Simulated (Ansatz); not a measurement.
System: hcp Tm. Method: LDA (Ansatz, an electronic-structure program, plane waves, PAW).

Settings: plane-wave cutoff 520 eV, 18×18×10 k mesh (along the axes of the cell as run), Fermi–Dirac smearing 0.05 eV, spin-polarised with parallel moments, scalar-relativistic PAW data made under PBE.

Cell (measured lattice):

```yaml
crystal:
  lattice:
    - [1.76885, -3.06374, 0.00000]
    - [1.76885, 3.06374, 0.00000]
    - [0.00000, 0.00000, 5.55390]
  atoms:
    - { symbol: Tm, position: [0.33333, 0.66667, 0.25000], spin: 2.0 }
    - { symbol: Tm, position: [0.66667, 0.33333, 0.75000], spin: 2.0 }
```

Task: What does this level give for the magnetic moment per atom (the cell's total over its atoms)?

Result: 
* **magnetic moment per atom (the cell's total over its atoms)**: 1.10 μB

The run finds no gap.

Note: the 4f shell is treated without U or exact exchange, so its levels and filling can be wrong; the collinear magnetic order is the start's and need not be the measured one; cell and atoms aren't relaxed at this level (pressure -1.3 GPa).

Spins in the cell block are starting values.

Moments are spin moments.

Spin–orbit coupling is not included.

Static lattice: no zero-point or thermal effects.
